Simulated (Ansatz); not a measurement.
Start from GaN in the zinc blende structure (space group F-43m, No. 216).

```
GaN
1.0
    0.00000     2.24904     2.24904
    2.24904     0.00000     2.24904
    2.24904     2.24904     0.00000
N Ga
1 1
Cartesian
  3.37356   3.37356   3.37356
  0.00000   0.00000   0.00000
```

Computed with Ansatz (a first-principles code), PBEsol, PAW, cutoff 420 eV, no spin-orbit coupling.

For the base:

The band gap comes out as 1.70 eV and the lattice parameter a is 4.498 Å. The electron mass comes out as 0.15 mₑ (at Γ). The gap character is direct at Γ.

It is then changed as follows: full substitution Ga → B, then cell and atoms are relaxed.

Task: What does the calculation give for the band gap after the change?

Result: The band gap grows by 2.60 eV to 4.30 eV.

Task: What does the calculation give for the lattice parameter a after the change?

Result: The lattice parameter a shrinks by 0.892 Å, from 4.498 Å to 3.606 Å.

Task: What happens to the electron mass?

Result: The electron mass becomes 0.89 mₑ along k, 0.29 mₑ across (at X) (base: 0.15 mₑ (at Γ)).

Task: What does the calculation give for the gap character after the change?

Result: The gap character goes from direct at Γ to indirect, Γ → X.

Effective masses come from finite differences of ±0.01 Å⁻¹. Along k means along the line from Γ to the band edge. Whether these cells are dynamically stable was not tested. This is not the structure that GaN has at room temperature and ambient pressure.
